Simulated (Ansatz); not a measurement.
## Si: isotropic strain −1.06 %

The parent structure is Si (space group P6_3/mmc, No. 194; a = 3.832 Å, c = 6.342 Å; a cell from a computed database, its experimental status unchecked).

It is then changed as follows: an isotropic linear strain of −1.06 %; the atoms relax in the strained cell.

Computed with r2SCAN, PAW, 500 eV (Ansatz, an electronic-structure program; no spin-orbit coupling), earlier PAW set. k-mesh 10×10×5 (Γ-centred); smearing 0.05 eV (Fermi–Dirac).

The volume per atom drops by 0.63 Å³ to 19.53 Å³ and the space group remains P6_3/mmc (No. 194). The shortest interatomic distance shrinks by 0.025 Å, from 2.353 Å to 2.328 Å and the energy increases by 6.4 meV/atom. The pressure (mean of the normal stresses, compression positive) goes from zero to 3.31 GPa and the band gap shrinks by 0.07 eV (0.61 eV → 0.54 eV). The gap character is still indirect, Γ → M and the smallest direct gap rises by 0.09 eV (1.36 eV → 1.45 eV). The mean gap deformation potential ΔEg/Δln V amounts to +2.2 eV and the width of the top valence band goes up by 0.13 eV to 3.69 eV. The valence-band top at Γ (three highest levels, from the VBM) changes from 0.00, 0.00, -0.38 eV to 0.00, 0.00, -0.41 eV and the valley order (the lowest conduction-band minima on the path, energy above the VBM, named in the base's zone) goes from M (1/2, 0, 0) 0.61 eV; K (1/3, 1/3, 0) 0.98 eV; Γ 1.36 eV to M (1/2, 0, 0) 0.54 eV; K (1/3, 1/3, 0) 0.85 eV; Γ 1.45 eV.

No phonon test of stability was made. This is not the structure that Si has at room temperature and ambient pressure.
